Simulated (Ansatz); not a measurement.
Response to strain in GaSb

Consider GaSb in the zinc blende structure (space group F-43m, No. 216; a = 6.1335 Å). Axes: x, y, z lie along the cube axes.

Strains are applied to the cell and any free atomic positions relax; under stress the whole cell relaxes.

Method: r2SCAN/PAW in Ansatz (a quantum-chemistry and plane-wave program), without spin-orbit coupling, earlier PAW set.

Candidates:
(a) isotropic strain −1.57 %
(b) uniaxial stress, 2 GPa compression along x
(c) uniaxial strain ε_xx = −3.22 %
(d) uniaxial strain ε_zz = −1.25 %

For the base:

- Band gap: 0.41 eV

**Question.** Order them by band gap, highest first.

**Answer.** (a) isotropic strain −1.57 % (0.78 eV), (c) uniaxial strain ε_xx = −3.22 % (0.53 eV), (d) uniaxial strain ε_zz = −1.25 % (0.46 eV), (b) uniaxial stress, 2 GPa compression along x (0.33 eV)

With Sb present, leaving out spin-orbit coupling can change the band edges. Gaps are read on the SCF mesh and a high-symmetry path. Stability under load was not tested beyond the relaxation.
